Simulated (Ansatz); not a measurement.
MgS (model structure), treated with HSE06 in Ansatz (PAW).

Run with plane-wave cutoff 520 eV, 6×6×4 k mesh (along the axes of the cell as run), Fermi–Dirac smearing 0.03 eV, scalar-relativistic PAW data made under PBE.

Starting structure:

```xyz
6
Lattice="4.2402 0.0000 0.0000 -2.1201 3.6721 0.0000 0.0000 0.0000 9.4934" Properties=species:S:1:pos:R:3 pbc="T T T"
Mg     0.6702     1.1609     0.0000
Mg     2.8997     0.0000     3.1645
Mg    -1.4498     2.5112     6.3289
S      1.0295     1.7831     4.7467
S      2.1813     0.0000     7.9112
S     -1.0906     1.8890     1.5822
```

**Question.** Into what structure does the relaxation of cell and atoms lead at this level, with the symmetry of the start kept?

**Answer.** The volume falls by 29 %; final space group Fm-3m.
```xyz
6
Lattice="3.6733 0.0000 0.0000 -1.8366 3.1811 0.0000 0.0000 0.0000 8.9946" Properties=species:S:1:pos:R:3 pbc="T T T"
Mg     0.6122     1.0604     0.0000
Mg     2.4489     0.0000     2.9982
Mg    -1.2244     2.1208     5.9964
S      0.6122     1.0604     4.4973
S      2.4488     0.0000     7.4955
S     -1.2244     2.1208     1.4991
```

A model structure was made by putting elements into a prototype or built by hand; here it ended with the formula and space group of a phase in our tables.

Ansatz is an electronic-structure program.
